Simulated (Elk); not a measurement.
Elk run on ScPd3 (Pm-3m, 4 atoms in the cell): self-consistent single point.

Computed with PBEsol, all-electron FP-LAPW, Elk's shipped species files, APW+lo basis with extra local orbitals (Elk).

```xyz
4
Lattice="3.9796 0.0000 0.0000 0.0000 3.9796 0.0000 0.0000 0.0000 3.9796" Properties=species:S:1:pos:R:3 pbc="T T T"
Sc     0.0000     0.0000     0.0000
Pd     1.9898     1.9898     0.0000
Pd     0.0000     1.9898     1.9898
Pd     1.9898     0.0000     1.9898
```

Reference input (self-consistent single point, DFT, PBEsol, all-electron FP-LAPW, Elk's shipped species files, default APW+lo basis): xctype = 22; rgkmax = 7; stype = 1; swidth = 0.00999582 Ha; ngridk = 7 7 7; rmtscf = 0.96. This run's input differs from it in these lines:

```diff
@@ -8,2 +8,8 @@
   7.0
+
+nxlo
+  2
+
+lorbcnd
+  .true.
```

Output (repeated stretches shortened):

```
│ Self-consistent loop started │
│ Loop number : 1 │
 total energy                :     -15817.3046676
│ Loop number : 2 │
 total energy                :     -15823.8174847
RMS change in Kohn-Sham potential (target) :   0.8152377724     (  0.1000000000E-05)
Absolute change in total energy (target)   :    6.512817087     (  0.1000000000E-03)
│ Loop number : 3 │
 total energy                :     -15839.2641636
RMS change in Kohn-Sham potential (target) :   0.6977722845     (  0.1000000000E-05)
Absolute change in total energy (target)   :    17.07488318     (  0.1000000000E-03)
│ Loop number : 4 │
   [... lines left out ...]
Absolute change in total energy (target)   :   0.7335809041E-03 (  0.1000000000E-03)
│ Loop number : 17 │
 total energy                :     -15897.4891658
RMS change in Kohn-Sham potential (target) :   0.5350120643E-06 (  0.1000000000E-05)
Absolute change in total energy (target)   :   0.1286782590E-03 (  0.1000000000E-03)
│ Loop number : 18 │
 total energy                :     -15897.4891481
RMS change in Kohn-Sham potential (target) :   0.1362560454E-06 (  0.1000000000E-05)
Absolute change in total energy (target)   :   0.1443217843E-04 (  0.1000000000E-03)
Convergence targets achieved

│ Loop number : 19 │

Energies :
 Fermi                       :     0.287447593479
 total energy                :     -15897.4891395

Density of states at Fermi energy :    69.90698675
 (states/Hartree/unit cell)

Estimated indirect band gap :   0.4376971677E-02
 from k-point     20 to k-point     19
Estimated direct band gap   :   0.1530669629E-01
 at k-point      6

Charges :
 core                        :    94.00000000
 valence                     :    65.00000000
 interstitial                :    5.328677217
 muffin-tins (core leakage)
  species :    1 (Sc)
   atom    1                 :    18.97777010     (  0.9172998361E-08)
  species :    2 (Pd)
   atom    1                 :    44.89785089     (  0.1045785680E-07)
   atom    2                 :    44.89785089     (  0.1045785680E-07)
   atom    3                 :    44.89785089     (  0.1045785680E-07)
 total in muffin-tins        :    153.6713228
 total calculated charge     :    159.0309606
 total charge                :    159.0000000
 error                       :   0.3096063788E-01

│ Self-consistent loop stopped │
```

The run converged in 19 iterations. The count includes the last loop, which Elk runs after its targets are met. Against the reference run the total energy falls by 8.3 meV/atom.

The starting cell comes from a database of computed structures (which also holds hypothetical and non-ambient phases and stackings), without a prior relaxation at this level. Spin polarisation is off. Values depend on the basis (sphere radii, cutoffs, local orbitals), which need not be converged. The log's line on a gap gives a spacing of levels on this mesh, which the program prints for metals too.
